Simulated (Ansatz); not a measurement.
# TiI3 (Pmmn, No. 59)

These are r²SCAN+rVV10 (PAW; Ansatz, a program for electronic structure) values and carry that method's errors.

Run with plane-wave cutoff 500 eV, 6×4×6 k mesh (along the axes of the cell as run), Fermi–Dirac smearing 0.05 eV, no spin polarisation, scalar-relativistic PAW data made under PBE.

Cell: relaxed at this level.

* **equilibrium volume per atom**: 35.47 Å³/atom
* **band gap**: 0.43 eV (on the SCF k mesh)

Spin–orbit coupling is not included; with these elements it can move the gap by several tenths of an eV or more.

Computed values are for the static lattice.
